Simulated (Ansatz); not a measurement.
Consider TiAl (space group P4/mmm, No. 123; a = 2.813 Å, c = 4.062 Å; relaxed with 0.1 eV smearing). Axes: x, y, z lie along a, b, c of the conventional cell.

Calculations: Ansatz (a program for electronic structure), r2SCAN, PAW, cutoff 500 eV, spin-orbit coupling left out.

Strains are applied to the cell and any free atomic positions relax.

One change was made to it. Results:

The energy grows by 2.3 meV/atom; the pressure (mean of the normal stresses, compression positive) goes from zero to -1.7 GPa.

Name the change that was made.
(A) uniaxial strain ε_xx = +3.00 %
(B) uniaxial strain ε_xx = +2.50 %
(C) uniaxial strain ε_xx = +1.50 %
(D) uniaxial strain ε_xx = +2.00 %

C, uniaxial strain ε_xx = +1.50 %. For comparison, the energy relative to the base in the other runs: uniaxial strain ε_xx = +2.00 % gives +4.1 meV/atom; uniaxial strain ε_xx = +3.00 % gives +9.0 meV/atom; uniaxial strain ε_xx = +2.50 % gives +6.3 meV/atom.

No phonon test of stability was made. All final runs are without spin polarisation.
